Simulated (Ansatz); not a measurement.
Consider interstitial H in rock-salt PbTe, charge state +1. Level of theory: PBE, PAW (plane waves to 420 eV; Ansatz, an electronic-structure program).

Settings: 64 host sites, the relaxed PBE lattice, one k-point at (0.250, 0.250, 0.250), smearing 0.01 eV, spin-restricted, no image-charge correction. No zero-point or tunnelling terms. Spin-orbit coupling is left out. The charge state is imposed; whether it is stable for some Fermi level was not computed. Sites that were not tried may lie lower.

Barriers: single points on a 2×2×2 k-point mesh shifted by half a step at the bands' geometries.

The step: a direct jump of one H atom. Atoms about the jump, Cartesian Å from the middle of the jump, before and after:

| atom | x0 | y0 | z0 | x1 | y1 | z1 |
|---|---|---|---|---|---|---|
| H1 | -0.48 | -0.49 | 0.00 | 0.48 | 0.49 | 0.00 |
| Te2 | -1.69 | -1.69 | 0.02 | -1.56 | -1.56 | 0.00 |
| Te3 | 1.56 | 1.56 | 0.02 | 1.69 | 1.69 | 0.02 |
| Pb4 | -1.78 | 1.86 | 0.02 | -1.86 | 1.79 | 0.02 |
| Pb5 | 1.86 | -1.79 | 0.01 | 1.79 | -1.86 | 0.02 |

**Question.** Where do these atoms stand at the saddle point, and how high is it?

**Answer.** 
| atom | x | y | z |
|---|---|---|---|
| H1 | 0.00 | 0.01 | 0.01 |
| Te2 | -1.43 | -1.43 | 0.00 |
| Te3 | 1.44 | 1.44 | 0.02 |
| Pb4 | -1.89 | 1.91 | 0.00 |
| Pb5 | 1.91 | -1.88 | 0.02 |
It lies 0.11 eV above the start and 0.11 eV above the end. The saddle point's order was not checked, and it lies on a symmetry element of the cell, where a band can be held.
